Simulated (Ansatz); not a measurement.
The parent structure is SrVO3 in the cubic perovskite structure (space group Pm-3m, No. 221).

```
CELL_PARAMETERS angstrom
      3.85813     0.00000     0.00000
      0.00000     3.85813     0.00000
      0.00000     0.00000     3.85813
ATOMIC_POSITIONS crystal
  Sr 0.00000 0.00000 0.00000
  V  0.50000 0.50000 0.50000
  O  0.00000 0.50000 0.50000
  O  0.50000 0.50000 0.00000
  O  0.50000 0.00000 0.50000
```

The values are results of Kohn–Sham DFT with the PBE functional, run in Ansatz (an electronic-structure program) with PAW and 420 eV plane waves, spin-orbit coupling left out, earlier PAW set, not measurements.

For the base:

The largest site moment comes out as 0.00 μB, the magnetic state is non-magnetic and the volume per atom is 11.49 Å³.

The change: full substitution O → S; the structure is relaxed again.

Tabulated Pauling electronegativity and covalent radius: O 3.44, 0.66 Å; S 2.58, 1.05 Å.

Problem. Estimate the effect on the largest site moment, magnetic state and volume per atom.

Solution. The largest site moment goes from zero to 0.38 μB; the magnetic state goes from non-magnetic to ferromagnetic; the volume per atom rises by 9.01 Å³ to 20.50 Å³.

Other magnetic orders, which the real material may have, were not ruled out. Whether these cells are dynamically stable was not tested. As relaxed here, SrVS3 is a hypothetical phase, not in the database extracts checked. Starting moments died away, wholly or in part, for the base; another magnetic solution may exist. No Hubbard U is applied, and correlation can decide whether such a compound is a metal. Spin-polarised in the final run: SrVS3; the other runs are not. An odd electron count without spin: SrVO3.
